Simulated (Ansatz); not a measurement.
Results of r²SCAN in Ansatz (PAW) for GaSb (I-4m2, No. 119, 2 atoms in the cell; start mp-1224785; a measured phase of this formula has another space group).

The run printed, among other lines:

```
Crystal: 2 atoms, lattice volume = 45.702 Å³
Basis set: ecut = 560 eV, 1341 PW (Γ), exchange–correlation on 96×96×96 points (27 copies of the dense FFT grid, shifted against one another)
Bands: 18, of which v1, the nominal top of the filled ones, is band 14 counted from 1 (13 counted from 0)
Symmetry: 8 space group operations
Space group: I-4m2 (ITA 119), of the structure as read, at distance tolerance 3.6e-5 Å
k-points: 641 of 8000 (time reversal used)
Functional: x = r2scan, c = r2scan; τ floored in thin density (d = 2e-4 eV/Å³)
SCF iter   1: F=—  HF=-10289.228510 eV  |F-HF|=—  |Δ(HF+E_count)|=         —  Δρ=8.00e-3  dr2=1.16e-2  dr2_τ=1.31e-3
SCF iter   2: F=—  HF=-10289.250899 eV  |F-HF|=—  |Δ(HF+E_count)|=   2.24e-2  Δρ=3.02e-3  dr2=1.76e-3  dr2_τ=4.07e-5
  ...
SCF iter   9: F=—  HF=-10289.251718 eV  |F-HF|=—  |Δ(HF+E_count)|=   2.45e-9  Δρ=7.60e-7  dr2=4.46e-10  dr2_τ=3.53e-12
SCF iter  10: F=-10289.251718 eV  HF=-10289.251718 eV  |F-HF|=1.27e-11  |Δ(HF+E_count)|=  7.09e-11  Δρ=1.25e-7  dr2=6.77e-12  dr2_τ=1.84e-13
SCF 1 converged in 10 iterations: F = -10289.251718 eV  dr2 = 6.77e-12
SCF converged after 10 iterations
Free energy (F): -10289.251718 eV
Internal energy: -10289.246085 eV  (E = F + TS)
E sigma→0 (E₀):  -10289.248901 eV
Fermi energy:    10.706458 eV
--- Stress (GPa, compression-positive) ---
        1.399815       0.000000       0.000000
        0.000000       1.399815       0.000000
        0.000000       0.000000       2.001352
  P = ⅓ Tr σ = 1.6003 GPa (16.003 kbar)
```

Q: Write an input file that could have produced this run (the log leaves some choices open).

A: This is not unique; one that fits is 
Ansatz 0.2 input:
```yaml
crystal:
  lattice:
    - [-2.7204323969, 2.7204323969, 1.5438164478]
    - [2.7204323969, -2.7204323969, 1.5438164478]
    - [2.7204323969, 2.7204323969, -1.5438164478]
  atoms:
    - { symbol: Ga, position: [0.75, 0.25, 0.5] }
    - { symbol: Sb, position: [0.0, 0.0, 0.0] }
basis:
  ecutwfc: 560
  ecutrho_ratio: 4
  xc_grid: 3
kpoints:
  mp_grid: { grid: [20, 20, 20] }
hamiltonian:
  xc: r2scan
  dispersion: none
  pseudopotentials: { kind: paw }
scf:
  occupations: { method: fermi_dirac, width: 0.05 }
  convergence: { dr2_threshold: 0.0000000002 }
output:
  forces: true
  stress: true
  eigenvalues: true
```

The PAW data were made under PBE.

Note: cell and atoms aren't relaxed at this level (pressure 1.6 GPa).

It cost very roughly 70 core-seconds of CPU time.

A start named mp-… is a Materials Project structure, which need not be a measured phase.

Ansatz is a program for electronic structure.
